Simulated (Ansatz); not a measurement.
```
CELL_PARAMETERS angstrom
      0.00024     4.41345     4.38613
      4.37761     0.00876     4.37761
      4.38613     4.41345     0.00024
ATOMIC_POSITIONS crystal
  Nb 0.99449 0.98567 0.99449
  Nb 0.99980 0.98035 0.52443
  Nb 0.99113 0.52506 0.99113
  Nb 0.01586 0.49224 0.49838
  Nb 0.52443 0.98035 0.99980
  V  0.48025 0.05513 0.48025
  Nb 0.49838 0.49224 0.01586
  Nb 0.49290 0.49671 0.49290
  N  0.24744 0.23969 0.24744
  N  0.25055 0.23626 0.76596
  N  0.24302 0.76562 0.24302
  N  0.27935 0.75060 0.73669
  N  0.76596 0.23626 0.25055
  N  0.74477 0.25996 0.74477
  N  0.73669 0.75060 0.27935
  N  0.73498 0.75325 0.73498
```

The mixing enthalpy is taken against the end members in the rock salt type (which need not be the stable form of NbN), relaxed in the same cell and mesh, with VN and NbN held in the symmetric form, which may not be a minimum.

Level of theory: PBE (plane waves to 420 eV, PAW; Ansatz, a first-principles code). Scalar-relativistic, without spin–orbit coupling; the runs are not spin-polarised. Its k-point mesh 5×5×5, Fermi–Dirac width 0.05 eV.

Question: Give the composition and order of this alloy cell, and its volume, bond lengths and mixing enthalpy.

Answer: A 16-atom cell of (V,Nb)N started in the rock salt structure, site fractions V 0.125, Nb 0.875, short-range order -0.14 in the first shell of the mixed sites (0 is random, a negative value favours unlike neighbours), space group Cm at the end.
| Item | Result |
|---|---|
| volume per atom | 10.58 Å³ |
| N–Nb bonds | 2.211 Å on average, from 2.170 to 2.267 (42) |
| N–V bonds | 2.160 Å on average, from 2.072 to 2.264 (6) |
| mixing enthalpy per site of the mixed sublattice | -53 meV |
| departure of the mean lattice parameter from Vegard's line | +0.2 % |
